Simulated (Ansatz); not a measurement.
**Ladder of methods for the bulk modulus of rock-salt TaC**

Reference value: 305 ± 5 GPa (measured, room temperature, not corrected to a static lattice, sources range from 305 to 345; as tabulated in Speziale et al., equation of state of TaC (DESY record 425561)).

```json
[
 {"level (code)": "LDA (Ansatz)", "value (GPa)": "359", "cell (Å³/atom)": "10.75", "difference (%)": "+17.7"},
 {"level (code)": "PBE (Ansatz)", "value (GPa)": "324", "cell (Å³/atom)": "11.21", "difference (%)": "+6.2"},
 {"level (code)": "PBE+SOC (Ansatz)", "value (GPa)": "324", "cell (Å³/atom)": "11.19", "difference (%)": "+6.2"},
 {"level (code)": "PBEsol (Ansatz)", "value (GPa)": "344", "cell (Å³/atom)": "10.94", "difference (%)": "+12.8"},
 {"level (code)": "PBEsol+SOC (Ansatz)", "value (GPa)": "344", "cell (Å³/atom)": "10.92", "difference (%)": "+12.8"},
 {"level (code)": "HSE06 (Ansatz)", "value (GPa)": "352", "cell (Å³/atom)": "11.00", "difference (%)": "+15.4"},
 {"level (code)": "PBE0 (Ansatz)", "value (GPa)": "354", "cell (Å³/atom)": "11.00", "difference (%)": "+16.1"}
]
```

The reference is not for a static lattice or low temperature, so close values are not ranked against it.

The reference has no zero-point or thermal correction, while the calculations are for a static lattice, so the differences are not the levels' errors alone. A static lattice is as a rule stiffer than a warm one, by over a tenth in soft solids.  Density-functional levels without +SOC have no spin–orbit coupling. Each level is taken at its own relaxed cell. Cutoffs and k meshes differ between the levels. Ansatz's density-functional and Hartree–Fock values are scalar-relativistic unless marked +SOC, with PAW data made under PBE.

Differences are worked out from the printed values.

Ansatz is a program for electronic structure.
